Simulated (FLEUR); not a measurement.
# Convergence study of the k-point mesh for Cu (Fm-3m, 1 atom in the cell)

```xyz
1
Lattice="0.0000 1.8104 1.8104 1.8104 0.0000 1.8104 1.8104 1.8104 0.0000" Properties=species:S:1:pos:R:3 pbc="T T T"
Cu     0.0000     0.0000     0.0000
```

Level of theory: PBE, all-electron FLAPW (FLEUR), scalar-relativistic valence.

Base settings: Kmax = 3.5 1/bohr; GmaxXC = 12.2 1/bohr; xcFunctional = pbe; jspins = 1; l_soc = F; mode = hist; fermiSmearingEnergy = 0.00367493 Htr; mesh (inpgen div1-3) = 14 14 14; inpgen gamma flag = true; Gmax = 12.2 1/bohr.

Moved along: kpt_gamma.

The second cell is the first with its lattice scaled by 0.98.

Only quantities that move along the ladder and can be compared are tabulated.

These are the values that this program gave, and no reference: the default basis lacks the next d shell.

The starting cell has typed, rounded lattice constants, without a prior relaxation at this level. Its lattice was rescaled by up to half a per cent. Spin polarisation is off. Values depend on the basis (sphere radii, cutoffs, local orbitals), which need not be converged.

Steps (kpt_div): 3 3 3; 4 4 4; 5 5 5; 6 6 6; 7 7 7; 8 8 8; 9 9 9; 10 10 10; 11 11 11; 12 12 12; 13 13 13; 14 14 14; 15 15 15; 16 16 16; 18 18 18; 20 20 20; 22 22 22; 25 25 25; 27 27 27; 30 30 30; 34 34 34; 37 37 37; 42 42 42; 46 46 46; 51 51 51.

What is the coarsest kpt_div that holds the free energy within 2 meV/atom of the last step, with all finer ones?

13 13 13; the step before is off by 2.4 meV/atom.

```csv
kpt_div,free energy less the last step's (meV/atom),energy of the compressed cell less the first (meV/atom)
3 3 3,-291.32,-38.55
4 4 4,156.01,37.43
5 5 5,-97.68,21.55
6 6 6,63.54,17.19
7 7 7,-34.80,16.77
8 8 8,28.55,22.29
9 9 9,-11.24,22.20
10 10 10,9.56,21.99
11 11 11,-4.13,22.04
12 12 12,2.36,21.41
13 13 13,0.22,18.99
14 14 14,-0.09,22.41
15 15 15,0.74,20.09
16 16 16,0.15,20.91
18 18 18,0.28,20.12
20 20 20,-0.22,19.74
22 22 22,-0.73,21.55
25 25 25,0.50,21.02
27 27 27,0.43,20.48
30 30 30,0.18,20.62
34 34 34,-0.07,21.26
37 37 37,0.14,20.76
42 42 42,0.11,20.90
46 46 46,0.09,20.99
51 51 51,0.00,21.12
```

Two neighbours can agree and both be off: 6 6 6 and 7 7 7 differ by 0.42 meV/atom in the energy of the compressed cell less the first, yet lie about 4.4 meV/atom from the last step.
